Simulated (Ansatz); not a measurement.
Here is the system:

End structure of a 2x2 cell of the 1x1 (0001) surface of hcp Ru, relaxed from a rattled start:

```yaml
crystal:
  lattice:
    - [5.44280, 0.00000, 0.00000]
    - [-2.72140, 4.71360, 0.00000]
    - [0.00000, 0.00000, 25.50000]
  atoms:
    - { symbol: Ru, position: [0.33333, 0.16667, 0.37633] }
    - { symbol: Ru, position: [0.33333, 0.66667, 0.37633] }
    - { symbol: Ru, position: [0.83333, 0.16667, 0.37633] }
    - { symbol: Ru, position: [0.83333, 0.66667, 0.37633] }
    - { symbol: Ru, position: [0.16667, 0.33333, 0.45766] }
    - { symbol: Ru, position: [0.16667, 0.83333, 0.45766] }
    - { symbol: Ru, position: [0.66667, 0.33333, 0.45766] }
    - { symbol: Ru, position: [0.66667, 0.83333, 0.45766] }
    - { symbol: Ru, position: [0.33333, 0.16666, 0.54234] }
    - { symbol: Ru, position: [0.33333, 0.66666, 0.54234] }
    - { symbol: Ru, position: [0.83333, 0.16666, 0.54234] }
    - { symbol: Ru, position: [0.83333, 0.66666, 0.54234] }
    - { symbol: Ru, position: [0.16667, 0.33332, 0.62367] }
    - { symbol: Ru, position: [0.16667, 0.83332, 0.62367] }
    - { symbol: Ru, position: [0.66667, 0.33332, 0.62367] }
    - { symbol: Ru, position: [0.66666, 0.83331, 0.62367] }
```

Model: 16-atom slab, 6.3 Å thick at the start (thin: gaps and levels are the slab's own), 6x6x1 mesh, Fermi-Dirac 0.1 eV, dipole correction, 8 atoms held, the rest relaxed; no spin, no spin-orbit, no U.

Predict the work function of the top face from Ansatz (a first-principles code) with PBE.

5.00 eV
